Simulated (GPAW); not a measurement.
Checking a run of GPAW on SbPd (P1, 4 atoms in the cell). The aim is a self-consistent single point with DFT PBEsol, plane waves, GPAW PAW datasets PBEsol (made by gpaw-setup).

Cell that was meant: a = 4.0753 Å, b = 4.0753 Å, c = 5.5910 Å, α = 90.00°, β = 90.00°, γ = 120.00°.

Part of the input:

```python
from gpaw import GPAW

atoms = Atoms(['Sb', 'Sb', 'Pd', 'Pd'],
              cell=[[2.156556, 0.000000, 0.000000],
                    [-1.078278, 1.867632, 0.000000],
                    [0.000000, 0.000000, 2.958630]],
              scaled_positions=[[0.355848, 0.661363, 0.250604],
                                [0.672933, 0.339021, 0.751972],
                                [-0.011237, 0.006512, 0.000134],
[...]
            nbands=-12,
            convergence={'forces': 0.001},
            symmetry={'symmorphic': False, 'tolerance': 0.0005},
            maxiter=60,
            txt='-')

atoms.calc = calc
```

The program printed (abridged):

```
Input parameters:
  convergence: {forces: 0.001}
  kpts: [5 5 3]
  maxiter: 60
  mode: {ecut: 550,
         name: pw}
  nbands: -12
   [... lines left out ...]
   3 Pd    -0.030399   -0.012879    1.471300    ( 0.0000,  0.0000,  0.0000)

Unit cell:
           periodic     x           y           z      points  spacing
  1. axis:    yes    2.156556    0.000000    0.000000    12     0.1556
  2. axis:    yes   -1.078278    1.867632    0.000000    12     0.1556
  3. axis:    yes    0.000000    0.000000    2.958630    18     0.1644

  Lengths:   2.156556   2.156556   2.958630
  Angles:   90.000000  90.000000 120.000004

Effective grid spacing dv^(1/3) = 0.1663
     iter     time        total  log10-change:
                         energy   eigst   dens  force
iter:   1 --:--:--   434.022638
iter:   2 --:--:--   463.387719   +0.04  -0.53
iter:   3 --:--:--   504.208965   -0.05  -0.57
iter:   4 --:--:--   464.247338   -0.29  -0.80
iter:   5 --:--:--   426.164081   -0.25  -0.93
   [... 4 lines left out ...]
iter:  10 --:--:--   479.223820   -1.63  -1.78
iter:  11 --:--:--   479.191131   -1.80  -2.07
iter:  12 --:--:--   479.208021   -3.04  -2.50
iter:  13 --:--:--   479.224729   -3.44  -2.70
iter:  14 --:--:--   479.229061c  -3.99  -2.85
   [... lines left out ...]
iter:  22 --:--:--   479.225902c  -5.79  -3.77
iter:  23 --:--:--   479.225938c  -6.35  -3.83
iter:  24 --:--:--   479.225982c  -6.39  -3.86
iter:  25 --:--:--   479.226005c  -6.26  -3.96
iter:  26 --:--:--   479.226005c  -6.52  -4.06c
iter:  27 --:--:--   479.226000c  -5.70  -4.10c
iter:  28 --:--:--   479.226020c  -6.43  -4.28c
iter:  29 --:--:--   479.226022c  -7.93c -4.69c
iter:  30 --:--:--   479.226036c  -7.70c -4.73c -2.20
iter:  31 --:--:--   479.226039c  -7.90c -4.93c -2.02
iter:  32 --:--:--   479.226038c  -8.61c -5.00c -2.61
iter:  33 --:--:--   479.226038c  -9.49c -5.04c -3.00c
Converged after 33 iterations.

Dipole moment: (1.000182, 0.001657, 0.045148) |e|*Ang

Energy contributions relative to reference atoms: (reference = -626730.767295)

Kinetic:       +3289.303840
Potential:     -2696.411021
External:        +0.000000
XC:            -389.270221
Entropy (-ST):   -0.072758
Local:         +275.639818
SIC:             +0.000000
--------------------------
Free energy:   +479.189659
Extrapolated:  +479.226038

Showing only first 2 kpts
 Kpt  Band  Eigenvalues  Occupancy
  0    29     85.74054    1.91741
  0    30     85.96407    1.42577
  0    31     87.17908    0.00003
  0    32     87.53244    0.00000

  1    29     76.16401    2.00000
  1    30     76.32613    2.00000
  1    31     89.46536    0.00000
  1    32     92.16569    0.00000

   [... lines left out ...]
Fermi level: 86.05501
No gap
   [... lines left out ...]
  0 Sb  -63.27793   -0.57594   -1.44421
  1 Sb  -22.24348   -7.56345   -4.91459
  2 Pd   42.14386    1.77746   -3.86074
  3 Pd   43.37282    6.36127   10.21922

Stress tensor:
   -94.143064    -2.899154    -0.228761
    -2.899154   -96.870376     0.003313
    -0.228761     0.003313  -114.589365
Stress (GPa, Voigt): [-1.50833816e+04 -1.55203452e+04 -1.83592401e+04  5.30800000e-01
 -3.66516000e+01 -4.64495700e+02]
```

Task: Is anything amiss in this input, and did it matter?

Result: The run is not sound. The fault is this: cell numbers converted the wrong way (times 0.529). 1 bohr is 0.529 Å, so a mix-up scales every length by 1.89 or 0.529 and the volume by 6.75 or 0.148. To fix it, give the lengths in the unit that the key or card expects. The run converged in 33 iterations without an error; against the sound input the free energy rises by 125 eV/atom, the pressure goes from 0.68 to 16320 GPa and the largest force goes from 1.016 to 63.30 eV/Å.

The sound input it was made from differs as follows (other fixes are possible):
```diff
-              cell=[[2.156556, 0.000000, 0.000000],
-                    [-1.078278, 1.867632, 0.000000],
-                    [0.000000, 0.000000, 2.958630]],
+              cell=[[4.075300, 0.000000, 0.000000],
+                    [-2.037650, 3.529313, 0.000000],
+                    [0.000000, 0.000000, 5.591000]],
-            maxiter=60,
+            maxiter=150,
```

With that input, the run converged in 28 iterations: free energy E − TS (from the program's reference atoms) -20.5983 eV; Fermi level (on the code's own zero) 9.02 eV; pressure 0.68 GPa; largest force (vector length) 1.016 eV/Å (DFT PBEsol, plane waves, GPAW PAW datasets PBEsol (made by gpaw-setup)).

On the sound input: the starting cell comes from a database of published, mostly measured structures (it also holds non-ambient and calculated ones), without a prior relaxation at this level. Its atoms were displaced at random from the sites of space group no. 194. Spin-orbit coupling is off. Spin polarisation is off. Forces in this geometry exceed 1 eV/Å. Without a gap this mesh is coarse (it stands for a supercell whose shortest vector is 17 Å).
